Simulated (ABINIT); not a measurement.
**Equation of state of rock-salt CaSe (space group 225): energy against volume (ABINIT, PBEsol)**

```
CaSe
1.0
    0.00000     2.87406     2.87406
    2.87406     0.00000     2.87406
    2.87406     2.87406     0.00000
Ca Se
1 1
Direct
  0.00000   0.00000   0.00000
  0.50000   0.50000   0.50000
```

Computed with PBEsol, norm-conserving pseudopotentials (PseudoDojo nc-sr-04 PBEsol standard) (plane waves; ABINIT). Settings: pseudos = [Ca.upf, Se.upf]; ecut = 112 Ry; ixc = -116133; occopt = 3; tsmear = 0.01 eV; ngkpt = 10 10 10; nshiftk = 1; shiftk = 0 0 0; potentials = PseudoDojo nc-sr-04 PBEsol standard; nband = 18; kptopt = 1; nstep = 80; tolvrs = 1e-10. The cell above is the first row's. The rows scale it uniformly. In all rows fractional positions and the k mesh are held. E is the free energy at the stated smearing, counted from the lowest row.

```csv
V (Å^3/atom),E (meV/atom)
23.740,?
24.256,6.62
24.772,1.43
25.289,0.00
25.805,1.97
26.321,7.01
26.837,14.80
27.353,25.08
27.869,37.59
```

Fit E of the 8 rows that show it with the third-order Birch-Murnaghan form, a cubic in V^(-2/3). With u = V^(-2/3) - 0.114, the rows have u = 0.005340, 0.003677, 0.002068, 0.000515, -0.000986, -0.002439, -0.003847, -0.005211. Least squares gives E = 3.358 - 3033.0·u + 680550·u² + 356840·u³. Residuals (row less fit): -0.002, 0.005, 0.001, -0.007, 0.000, 0.001, 0.003, -0.002; standard error 0.005 (degrees of freedom: 4). Its minimum lies at u = 0.002224, so V0 = (0.116224)^(-3/2) = 25.24. There d²E/du² = 1366000 and d³E/du³ = 2141000, so B0 = (4/9) × 25.24^(-7/3) × 1366000 × 0.160218 = 52.1 GPa (the last factor turns the table's units into GPa), and B0' = 4 + (2/3) × 0.116224 × (2141000)/1366000 = 4.1. The program's pressures in the fitted runs (not shown) pass through zero at V = 25.24, 0.01 % from this V0.

Task: Predict the withheld E at V = 23.740 from the fit, and compare with the calculation.

Result: u = 0.007063, so E = 3.358 - 3033.0 × 0.007063 + 680550 × 0.007063² + 356840 × 0.007063³ = 16.012 meV/atom. The calculation gives 16.02 meV/atom, 0.008 meV/atom above the prediction (under 0.05 % of the range of E in the table). The row lies outside the fitted rows, so this is an extrapolation. From the scatter of the fitted rows alone, a prediction at this place has a standard error of 0.014 meV/atom, so the miss is 0.6 times that.

Carrying the step between the two nearest rows on in a straight line would have given 11.81, off by 4.21; series whose last step already gives the withheld value aren't shown. The scan was laid around a cell of about the measured size, scaled by a guess for this functional. The runs keep the symmetry of the cell, so they don't test it for distortions. Cutoffs and mesh are single choices, not tested for convergence of this quantity. Series with a scatter that would blur these digits, or in which a gap closes, are not shown. Nor are scans whose minimum lies at an end fitted in this form.
